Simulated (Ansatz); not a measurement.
The parent structure is Ag in the fcc (Cu type) structure (space group Fm-3m, No. 225; a = 4.1043 Å; relaxed with 0.1 eV smearing). Axes: x, y, z lie along the cube axes.

Level of theory: plane-wave PAW DFT at the r2SCAN level (Ansatz, a program for electronic structure, 500 eV), spin-orbit coupling left out.

For the base:

- Volume per atom: 17.28 Å³

It is then changed as follows: compressive biaxial strain of 1.67 % in the plane normal to [111], as in epitaxy on a mismatched substrate; the out-of-plane cell vector and the atoms relax.

### Question
How does this affect the volume per atom?

### Answer
The volume per atom decreases by 0.32 Å³ to 16.96 Å³.

### Question
Predict the new energy relative to the base.

### Answer
The energy rises by 5.7 meV/atom.

Whether these cells are dynamically stable was not tested.
